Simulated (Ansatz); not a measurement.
Ge(111):H-slab (10 atoms), space group P-3m1.

```
CELL_PARAMETERS angstrom
      4.02945     0.00000     0.00000
     -2.01473     3.48961     0.00000
      0.00000     0.00000    31.72100
ATOMIC_POSITIONS crystal
  Ge 0.33333 0.66667 0.33282
  Ge 0.66667 0.33333 0.35773
  Ge 0.66667 0.33333 0.43525
  Ge 0.00000 0.00000 0.46117
  Ge 0.00000 0.00000 0.53883
  Ge 0.33333 0.66667 0.56475
  Ge 0.33333 0.66667 0.64227
  Ge 0.66667 0.33333 0.66718
  H  0.33333 0.66667 0.28374
  H  0.66667 0.33333 0.71626
```

The numbers are results of PBE+D3(BJ) (plane waves to 420 eV, PAW; Ansatz, a first-principles code), not measurements. No spin–orbit coupling; PBE gaps are too small against experiment. Its k-point mesh 9×9×1, Fermi–Dirac width 0.01 eV.

Q: List the levels next to the gap at Γ of this cell's own (folded) zone, from the top of the valence band (the table ends after a fixed count of bands, which can cut a degenerate set).

A: 
| band | E − E_v (eV) |
|---|---|
| v4 | -0.406 |
| v3 | -0.406 |
| v2 | 0.000 |
| v1 | 0.000 |
| c1 | 0.357 |
| c2 | 0.531 |
| c3 | 0.666 |
| c4 | 0.909 |
